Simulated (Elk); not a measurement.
Band structure of Mg2Zn (C2/m, 6 atoms in the cell).

```yaml
crystal:
  lattice:
    - [5.68621, -1.60732, 0.00000]
    - [5.68621, 1.60732, 0.00000]
    - [-1.79542, 0.00000, 6.24794]
  atoms:
    - { symbol: Mg, position: [0.15985, 0.15985, 0.09235] }
    - { symbol: Mg, position: [0.84015, 0.84015, 0.90765] }
    - { symbol: Mg, position: [0.85867, 0.85867, 0.43962] }
    - { symbol: Mg, position: [0.14133, 0.14133, 0.56038] }
    - { symbol: Zn, position: [0.49134, 0.49134, 0.22168] }
    - { symbol: Zn, position: [0.50866, 0.50866, 0.77832] }
```

Method of the run: PBEsol, all-electron FP-LAPW, Elk's shipped species files, APW+lo basis with extra local orbitals (Elk 10.2.4).

Settings: xctype = 22; rgkmax = 7.5; stype = 0; swidth = 0.00367493 Ha; ngridk = 5 5 3; gmaxvr = 14 1/bohr; nxlo = 2; lorbcnd = true; lmaxi = 3; maxscl = 100.

The starting cell comes from a database of computed structures (which also holds hypothetical and non-ambient phases and stackings), without a prior relaxation at this level. Values depend on the basis (sphere radii, cutoffs, local orbitals), which need not be converged.

Levels in eV from the Fermi level, bands 35 to 42:
```csv
point,35,36,37,38,39,40,41,42
Γ,-4.26,-3.03,-3.02,-1.98,-1.04,2.69,3.61,5.54
Y,-4.74,-4.20,-2.05,-1.23,2.26,2.81,3.85,3.93
F,-3.19,-2.95,-2.73,-2.49,-0.21,1.72,3.80,4.88
L,-5.02,-4.90,-0.42,-0.03,1.96,2.03,3.61,3.68
I,-3.22,-2.98,-1.78,-1.71,0.65,0.69,2.58,2.79
```

Bands cross the Fermi level along this path, so the cell is metallic at this level.
